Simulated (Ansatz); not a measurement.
Base system: ZnS in the wurtzite structure (space group P6_3mc, No. 186; a = 3.845 Å, c = 6.306 Å). Axes: x lies along a and z along c of the hexagonal cell.

Perturbation: compressive biaxial strain of 4.65 % in the plane normal to [001], as in epitaxy on a mismatched substrate; the out-of-plane cell vector and the atoms relax.

Method: Ansatz (a quantum-chemistry and plane-wave program), PBE, PAW, cutoff 420 eV, scalar-relativistic without spin-orbit coupling, earlier PAW set.

Base, band edges from the VBM (valence, conduction): K -2.00, 4.35; H -1.29, 4.45; M -0.85, 3.68; L -1.54, 3.53; A -0.45, 3.47; Γ 0.00, 2.07 eV.

Problem. Give the band edges at the high-symmetry points of the new zone, measured from its valence-band maximum.

Solution. 
```json
[
 {"point": "Γ", "valence edge (eV)": "0.00", "conduction edge (eV)": "1.99"},
 {"point": "M", "valence edge (eV)": "-0.96", "conduction edge (eV)": "3.85"},
 {"point": "K", "valence edge (eV)": "-2.38", "conduction edge (eV)": "3.62"},
 {"point": "A", "valence edge (eV)": "-0.43", "conduction edge (eV)": "3.91"},
 {"point": "L", "valence edge (eV)": "-1.65", "conduction edge (eV)": "3.14"},
 {"point": "H", "valence edge (eV)": "-1.88", "conduction edge (eV)": "4.00"}
]
```

The gap is 1.99 eV, direct at Γ.

Gaps are read on the SCF mesh and a high-symmetry path. Whether these cells are dynamically stable was not tested.
